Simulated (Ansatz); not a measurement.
## HgSe: energy against strain

HgSe (zinc blende, F-43m, 28.833 Å³/atom at rest) under an equal strain ε in the (111) plane with the normal axis free, as in a coherent film. PBEsol in Ansatz, a plane-wave DFT program (PAW, default set), 420 eV, 9×9×9 Γ-centred mesh, Fermi-Dirac smearing 0.05 eV; ions are relaxed within the symmetry of each cell.

Here s stands for strain and y for E less E0.

```csv
strain (%),E less E0 (meV/atom)
-2.50,?
-1.25,2.39
-0.83,1.06
-0.42,0.27
0.00,0.00
0.42,0.26
0.83,1.04
1.25,2.36
```

The 7 complete rows are fitted with a parabola, y against s. Least squares gives y = -0.001 - 0.0120·s + 1.5213·s². Residuals (row less fit): -0.001, 0.003, -0.002, 0.001, -0.002, 0.003, -0.001; standard error 0.003 (degrees of freedom: 4). Twice the quadratic coefficient over the volume, 2 × 1.5213 meV × 10⁴ × 0.1602 / 28.833 Å³, is twice the biaxial elastic modulus of this plane = 169 ± 0.2 GPa.

**Question.** What does the fit predict for y at s = -2.50, and how far is the calculated value from it?

**Answer.** y = -0.001 - 0.0120 × (-2.50) + 1.5213 × (-2.50)² = 9.537 meV/atom. The calculation gives 9.45 meV/atom, 0.087 meV/atom below the prediction (0.9 % of the range of y in the table). The row lies outside the fitted rows, so this is an extrapolation. The fitted rows scatter only by rounding.

One order more, fitted to all 13 runs of the series, follows each within 0.01, so the miss is the next term of a smooth law. This level leaves no gap over 0.05 eV at strain -2.50, -1.25, -0.83, -0.42, 0.00, 0.42, 0.83, 1.25, where the mesh may be coarse. Rows are the converged runs of the series near zero and its far end; series whose fitted rows scatter by over a few per cent of the range, as at a crossing or softening among them, aren't shown in this form. Most that stay on the fit to the last digits aren't either.
